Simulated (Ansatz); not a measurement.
## Response to strain in Ta

Base system: Ta in the bcc (W type) structure (space group Im-3m, No. 229; a = 3.2823 Å; relaxed with 0.1 eV smearing).

Strains are applied to the cell and any free atomic positions relax.

Level of theory: PBEsol (Ansatz, a first-principles code, PAW, spin-orbit coupling left out).

Candidates:
(a) isotropic strain +2.50 %
(b) isotropic strain +3.00 %
(c) isotropic strain −2.00 %
(d) isotropic strain −2.50 %
(e) isotropic strain −3.00 %

Notes on the quantities. energy relative to the base: free energy F.

Task: Order them by energy relative to the base, highest first.

Result: (e) isotropic strain −3.00 % (+100 meV/atom), (b) isotropic strain +3.00 % (+85 meV/atom), (d) isotropic strain −2.50 % (+69 meV/atom), (a) isotropic strain +2.50 % (+60 meV/atom), (c) isotropic strain −2.00 % (+43 meV/atom)

Stability against distortions was not tested. The final runs are not spin-polarised.
